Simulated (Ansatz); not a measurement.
Start from TiB$_{2}$ (space group P6/mmm, No. 191; a = 3.032 Å, c = 3.224 Å; relaxed with 0.1 eV smearing). Axes: x lies along a and z along c of the hexagonal cell.

All numbers come from DFT with PBE, PAW potentials and a 420 eV plane-wave cutoff in Ansatz (a program for electronic structure), no spin-orbit coupling.

Perturbation: the cell is compressed by 1.00 % along z with no lateral relaxation, atoms relaxed at fixed cell.

Problem. Predict the stress tensor and what it implies for the stiffness.

Solution. Stress of the strained cell less that of the base (GPa, compression positive):
```
    1.1     0.0     0.0
    0.0     1.1     0.0
    0.0     0.0     4.6
```

Then −Δσ_ii/ε with ε = -0.0100 gives relaxed-ion elastic constants: C33 ≈ 464 GPa, C13 ≈ 106 GPa and C23 ≈ 106 GPa.

No phonon test of stability was made. The final runs are not spin-polarised.
